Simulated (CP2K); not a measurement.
## Effort and miss along a sweep of CUTOFF: CrAgP₂Se₆ (C2, 10 atoms in the cell)

Cell: a = 6.3811 Å, b = 6.3811 Å, c = 7.3506 Å, α = 98.04°, β = 98.04°, γ = 120.00°.

Method: PBEsol, GPW, DZVP-MOLOPT-SR-GTH basis, GTH-PBE potentials (GTH_POTENTIALS) run with CP2K.

Base settings: UKS = T; CUTOFF = 600 Ry; REL_CUTOFF = 40 Ry; SMEAR/METHOD = FERMI_DIRAC; ELECTRONIC_TEMPERATURE = 116.05 K; KPOINTS/SCHEME = MONKHORST-PACK 3 3 3; XC_FUNCTIONAL = PBE:PBESOL; Cr/BASIS_SET = DZVP-MOLOPT-SR-GTH-q14; Cr/POTENTIAL = GTH-PBE-q14; Ag/BASIS_SET = DZVP-MOLOPT-SR-GTH-q11.

Misses are taken against the tightest run, 780 Ry, which need not be fully converged itself. The energy is the free energy per atom.

Core times come from one kind of shared machine and are given to one figure; runs under 30 s give none.

The starting cell comes from a database of computed structures (which also holds hypothetical and non-ambient phases and stackings), without a prior relaxation at this level. With one magnetic atom in the cell only a parallel order is possible. Values carry the incompleteness of an atom-centred basis. The potentials were made for another functional than the one used.

```
CUTOFF  energy less reference (meV/atom)  largest difference in the force on any atom (eV/Å)  core time / reference (rough)
------  --------------------------------  --------------------------------------------------  -----------------------------
240 Ry                             -5.27                                               0.057                            0.4
300 Ry                             -0.59                                               0.019                            0.6
360 Ry                             -0.48                                               0.023                            0.5
420 Ry                             -0.02                                               0.002                            0.7
480 Ry                              0.06                                               0.000                            0.8
540 Ry                              0.03                                               0.000                            0.8
600 Ry                              0.00                                               0.002                            1.0
690 Ry                              0.02                                               0.000                            0.7
780 Ry                              0.00                                               0.000                              1
```

Coarsest setting among those run that, with all tighter ones, holds the energy within 2 meV/atom of the reference: 300 Ry, off by 0.59 meV/atom; its saving against the reference is no more than about a factor of 2 in time.

The step from 240 Ry to 600 Ry: it takes the miss in the energy from 5.3 to 0.00 meV/atom, for roughly 2 times the time.
